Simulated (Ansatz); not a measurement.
Abridged Ansatz (a first-principles code) output:

```
Pseudopotential: W, paw, valence charge 14
Pseudopotential: Si, paw, valence charge 4
Crystal: 3 atoms, lattice volume = 41.018 Å³
Basis set: ecut = 420 eV, 793 PW (Γ), exchange–correlation on 64×64×64 points (8 copies of the dense FFT grid, shifted against one another)
Bands: 15, of which v1, the nominal top of the filled ones, is band 11 counted from 1 (10 counted from 0)
Symmetry: 16 space group operations
k-points: 641 of 8000
Functional: x = pbe(κ = 0.804, μ = 0.2195149727645171), c = pbe(β = 0.06672455060314922)
SCF iter   1: F=—  HF=-11657.461357 eV  |F-HF|=—  |Δ(HF+E_count)|=         —  Δρ=3.35e-3  dr2=1.82e-3  ethr=1.77e-3  ⟨swp⟩=5.4  Hψ=56349  notcnv=0
SCF iter   2: F=—  HF=-11657.461744 eV  |F-HF|=—  |Δ(HF+E_count)|=   3.86e-4  Δρ=1.92e-3  dr2=7.02e-4  ethr=8.27e-6  ⟨swp⟩=1.1  Hψ=14842  notcnv=0
SCF 1 converged in 7 iterations: F = -11657.461890 eV  dr2 = 1.65e-11
SCF converged after 7 iterations
Free energy (F): -11657.461890 eV
Internal energy: -11657.459852 eV  (E = F + TS)
E sigma→0 (E₀):  -11657.460871 eV
Entropy (-TS):   -0.002038 eV (-0.679 meV/atom)
Fermi energy:    16.463788 eV
--- Forces (eV/Å), atoms counted from 1 ---
  atom   1  W     -0.00000000     0.00000000     0.00000000
  atom   2  Si     0.00000000     0.00000000     0.00000954
  atom   3  Si     0.00000000     0.00000000    -0.00000954
--- Stress (GPa, compression-positive) ---
        0.000660       0.000000       0.000000
        0.000000       0.000660       0.000000
        0.000000      -0.000000      -0.001846
  P = ⅓ Tr σ = -0.0002 GPa (-0.002 kbar)
```

Q: What was computed, and what are the main results?

A: WSi2, 3 atoms in the cell, with PBE (Ansatz), no SOC. The last SCF converged to F = -11657.461890 eV, or -3885.8206 eV per atom, at a pressure of 0.00 GPa. The total energy compares only with runs of the same code, potentials and settings.

No phonon test of stability was made. The final runs are not spin-polarised. The cell is WSi₂ (space group I4/mmm, No. 139).
